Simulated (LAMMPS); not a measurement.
Molecular dynamics of CsCl (CsCl type), 1024 atoms, at 300 K and 0 GPa, heated as the crystal.

All values are model results, not measurements: classical MD, rigid Lennard-Jones ions of Joung and Cheatham, J. Phys. Chem. B 112, 9020 (2008), set for SPC/E water, PPPM sums, 10 Å cutoff with tail terms; code LAMMPS.

```json
{
  "state_found": "crystal; no diffusion seen in 30 ps",
  "density": "4.4627 ± 0.0007 g/cm³",
  "volume_per_atom": "31.322 ± 0.005 Å³",
  "enthalpy_per_atom": "-3.4206 ± 0.0001 eV",
  "first peak of g(r), Cl-Cs": "3.39 Å, height 7.8",
  "coordination number of Cl by Cs": "8.0 (counted to 4.90 Å)",
  "coordination number of Cs by Cl": "8.0 (counted to 4.90 Å)",
  "first peak of g(r), Cl-Cl": "3.96 Å, height 5.3",
  "coordination number of Cl by Cl": "6.00 (counted to 4.78 Å)",
  "first peak of g(r), Cs-Cs": "3.96 Å, height 4.8",
  "coordination number of Cs by Cs": "6.00 (counted to 4.78 Å)",
  "mean_frequency_of_the_velocity_spectrum": "3.1 THz",
  "cost": "roughly 4 core-minutes"
}
```

Potential: Joung and Cheatham, J. Phys. Chem. B 112, 9020 (2008), set for SPC/E water; Lennard-Jones ions, Lorentz-Berthelot mixing.

Caution: the potential ionic pair potential joung2008 is fitted for ions in water and for crystals near room temperature. Caution: with ionic pair potential joung2008 the 0 K volume of this crystal is -15 % off the measured one.

States go by the mean squared displacement: a species diffuses where it passes 1.5 Å², still rises and gives D over 1e-6 cm²/s; a crystal has left its structure where atoms lie 0.35 Å off their sites on average or a cubic box changes its shape by 3 %.

Uncertainties are statistical and leave out the potential's own error.

| r (Å) | g(r), Cl-Cs | g(r), Cl-Cl | g(r), Cs-Cs |
|---|---|---|---|
| 2.860 | 0.000 | 0.000 | 0.000 |
| 2.900 | 0.002 | 0.000 | 0.000 |
| 2.940 | 0.008 | 0.000 | 0.000 |
| 2.980 | 0.033 | 0.000 | 0.000 |
| 3.020 | 0.130 | 0.000 | 0.000 |
| 3.060 | 0.390 | 0.000 | 0.000 |
| 3.100 | 0.910 | 0.000 | 0.000 |
| 3.140 | 1.76 | 0.000 | 0.000 |
| 3.180 | 3.03 | 0.000 | 0.000 |
| 3.220 | 4.47 | 0.000 | 0.000 |
| 3.260 | 5.81 | 0.000 | 0.000 |
| 3.300 | 7.01 | 0.000 | 0.000 |
| 3.340 | 7.59 | 0.000 | 0.000 |
| 3.380 | 7.81 | 0.000 | 0.000 |
| 3.420 | 7.70 | 0.003 | 0.008 |
| 3.460 | 7.34 | 0.003 | 0.024 |
| 3.500 | 6.45 | 0.008 | 0.037 |
| 3.540 | 5.60 | 0.039 | 0.119 |
| 3.580 | 4.64 | 0.099 | 0.236 |
| 3.620 | 3.68 | 0.193 | 0.342 |
| 3.660 | 2.87 | 0.463 | 0.625 |
| 3.700 | 2.17 | 0.894 | 1.09 |
| 3.740 | 1.67 | 1.51 | 1.73 |
| 3.780 | 1.18 | 2.26 | 2.42 |
| 3.820 | 0.794 | 3.17 | 3.18 |
| 3.860 | 0.540 | 4.10 | 3.82 |
| 3.900 | 0.354 | 4.75 | 4.44 |
| 3.940 | 0.203 | 5.30 | 4.84 |
| 3.980 | 0.145 | 5.16 | 4.80 |
| 4.020 | 0.090 | 4.98 | 4.47 |
| 4.060 | 0.044 | 4.02 | 3.93 |
| 4.100 | 0.033 | 3.32 | 3.18 |
| 4.140 | 0.011 | 2.45 | 2.69 |
| 4.180 | 0.011 | 1.83 | 1.96 |
| 4.220 | 0.003 | 1.20 | 1.34 |
| 4.260 | 0.001 | 0.692 | 0.880 |
| 4.300 | 0.000 | 0.476 | 0.523 |
| 4.340 | 0.000 | 0.207 | 0.350 |
| 4.380 | 0.000 | 0.142 | 0.166 |
| 4.420 | 0.000 | 0.052 | 0.111 |
| 4.460 | 0.000 | 0.028 | 0.052 |
| 4.500 | 0.000 | 0.013 | 0.011 |
| 4.540 | 0.000 | 0.003 | 0.006 |
| 4.580 | 0.000 | 0.002 | 0.006 |
| 4.620 | 0.000 | 0.000 | 0.005 |
| 4.660 | 0.000 | 0.000 | 0.001 |
| 4.700 | 0.000 | 0.000 | 0.000 |
| 4.740 | 0.000 | 0.000 | 0.000 |
| 4.780 | 0.000 | 0.000 | 0.000 |
| 4.820 | 0.000 | 0.000 | 0.000 |
| 4.860 | 0.000 | 0.001 | 0.000 |
| 4.900 | 0.000 | 0.000 | 0.001 |
| 4.940 | 0.000 | 0.004 | 0.004 |
| 4.980 | 0.000 | 0.012 | 0.013 |
| 5.020 | 0.000 | 0.023 | 0.017 |
| 5.060 | 0.000 | 0.033 | 0.049 |
| 5.100 | 0.000 | 0.075 | 0.096 |
| 5.140 | 0.000 | 0.162 | 0.179 |
| 5.180 | 0.000 | 0.259 | 0.275 |
| 5.220 | 0.000 | 0.437 | 0.516 |
| 5.260 | 0.000 | 0.714 | 0.745 |
| 5.300 | 0.000 | 1.06 | 1.07 |
| 5.340 | 0.000 | 1.43 | 1.48 |
| 5.380 | 0.000 | 1.96 | 2.00 |
| 5.420 | 0.000 | 2.46 | 2.52 |
| 5.460 | 0.000 | 2.98 | 2.97 |
| 5.500 | 0.000 | 3.46 | 3.44 |
| 5.540 | 0.000 | 3.82 | 3.73 |
| 5.580 | 0.000 | 3.92 | 3.91 |
| 5.620 | 0.000 | 4.06 | 3.92 |
| 5.660 | 0.000 | 3.91 | 3.77 |
| 5.700 | 0.000 | 3.50 | 3.40 |
| 5.740 | 0.000 | 3.10 | 3.04 |
| 5.780 | 0.000 | 2.64 | 2.52 |
| 5.820 | 0.000 | 2.12 | 2.17 |
| 5.860 | 0.003 | 1.67 | 1.65 |
| 5.900 | 0.007 | 1.20 | 1.23 |
| 5.940 | 0.013 | 0.857 | 0.938 |
| 5.980 | 0.034 | 0.592 | 0.714 |
| 6.020 | 0.055 | 0.420 | 0.435 |
| 6.060 | 0.107 | 0.226 | 0.264 |
| 6.100 | 0.187 | 0.137 | 0.182 |
| 6.140 | 0.342 | 0.094 | 0.090 |
| 6.180 | 0.566 | 0.060 | 0.055 |
| 6.220 | 0.931 | 0.036 | 0.034 |
| 6.260 | 1.39 | 0.029 | 0.024 |
| 6.300 | 1.93 | 0.020 | 0.033 |
| 6.340 | 2.64 | 0.022 | 0.037 |
| 6.380 | 3.42 | 0.063 | 0.061 |
| 6.420 | 4.15 | 0.094 | 0.123 |
| 6.460 | 4.83 | 0.158 | 0.171 |
| 6.500 | 5.40 | 0.272 | 0.295 |
| 6.540 | 5.71 | 0.417 | 0.455 |
| 6.580 | 5.86 | 0.596 | 0.624 |
| 6.620 | 5.67 | 0.766 | 0.810 |
| 6.660 | 5.23 | 0.972 | 1.00 |
| 6.700 | 4.71 | 1.24 | 1.24 |
| 6.740 | 4.02 | 1.43 | 1.35 |
| 6.780 | 3.22 | 1.55 | 1.57 |
| 6.820 | 2.56 | 1.64 | 1.60 |
| 6.860 | 1.93 | 1.76 | 1.62 |
| 6.900 | 1.41 | 1.70 | 1.60 |
| 6.940 | 0.952 | 1.60 | 1.55 |

```
frequency (THz)  spectral density (1/THz), total  spectral density (1/THz), Cl  spectral density (1/THz), Cs
---------------  -------------------------------  ----------------------------  ----------------------------
0.04150                                   0.0035                        0.0008                        0.0027
0.2065                                    0.0092                        0.0020                        0.0071
0.3720                                    0.0195                        0.0040                        0.0155
0.5370                                    0.0312                        0.0061                        0.0251
0.7025                                    0.0506                        0.0083                        0.0423
0.8675                                    0.0960                        0.0118                        0.0842
1.033                                     0.1687                        0.0159                        0.1528
1.199                                     0.2361                        0.0181                        0.2180
1.364                                     0.2651                        0.0171                        0.2480
1.529                                     0.2676                        0.0155                        0.2522
1.694                                     0.2819                        0.0170                        0.2649
1.860                                     0.3151                        0.0233                        0.2918
2.024                                     0.3400                        0.0345                        0.3055
2.190                                     0.3335                        0.0502                        0.2833
2.356                                     0.3004                        0.0696                        0.2308
2.521                                     0.2552                        0.0903                        0.1649
2.686                                     0.2121                        0.1093                        0.1028
2.851                                     0.1807                        0.1237                        0.0570
3.016                                     0.1631                        0.1312                        0.0319
3.181                                     0.1525                        0.1315                        0.0211
3.347                                     0.1429                        0.1270                        0.0159
3.512                                     0.1339                        0.1217                        0.0123
3.678                                     0.1286                        0.1192                        0.0095
3.843                                     0.1283                        0.1208                        0.0075
4.008                                     0.1307                        0.1243                        0.0063
4.173                                     0.1318                        0.1263                        0.0055
4.338                                     0.1316                        0.1268                        0.0048
4.504                                     0.1337                        0.1294                        0.0043
4.669                                     0.1393                        0.1354                        0.0039
4.835                                     0.1447                        0.1410                        0.0037
5.000                                     0.1448                        0.1412                        0.0037
5.165                                     0.1396                        0.1358                        0.0038
5.330                                     0.1317                        0.1276                        0.0042
5.495                                     0.1229                        0.1182                        0.0046
5.660                                     0.1123                        0.1072                        0.0051
5.826                                     0.0980                        0.0928                        0.0052
5.992                                     0.0785                        0.0739                        0.0046
6.157                                     0.0561                        0.0525                        0.0036
6.322                                     0.0359                        0.0334                        0.0024
6.487                                     0.0223                        0.0207                        0.0017
6.652                                     0.0153                        0.0141                        0.0013
6.817                                     0.0118                        0.0108                        0.0010
6.983                                     0.0095                        0.0086                        0.0009
7.149                                     0.0076                        0.0068                        0.0008
7.314                                     0.0061                        0.0054                        0.0006
7.479                                     0.0049                        0.0043                        0.0006
7.644                                     0.0040                        0.0035                        0.0005
7.809                                     0.0033                        0.0029                        0.0004
7.974                                     0.0028                        0.0024                        0.0004
8.140                                     0.0023                        0.0020                        0.0003
```
